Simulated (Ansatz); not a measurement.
Start from InSb in the zinc blende structure (space group F-43m, No. 216).

```
CELL_PARAMETERS angstrom
      0.00000     3.31730     3.31730
      3.31730     0.00000     3.31730
      3.31730     3.31730     0.00000
ATOMIC_POSITIONS crystal
  Sb 0.75000 0.75000 0.75000
  In 0.00000 0.00000 0.00000
```

The values are results of Ansatz (a first-principles code) PBE, spin-orbit coupling left out, not measurements.

Before the change:

| Item | Value |
|---|---|
| Pressure | 0.0 GPa |
| Band gap | zero |

Now apply this change: an isotropic linear strain of +3.14 %, atoms relaxed at fixed cell.

### Question
What does the calculation give for the energy relative to the base after the change?

### Answer
The energy goes up by 33 meV/atom.

### Question
How does this affect the pressure?

### Answer
The pressure goes from zero to -2.7 GPa.

### Question
Estimate the effect on the band gap.

### Answer
The band gap remains zero.

With Sb present, leaving out spin-orbit coupling can change the band edges. Stability against distortions was not tested. All final runs are without spin polarisation. The zero or small gap of InSb can change with the level of theory.
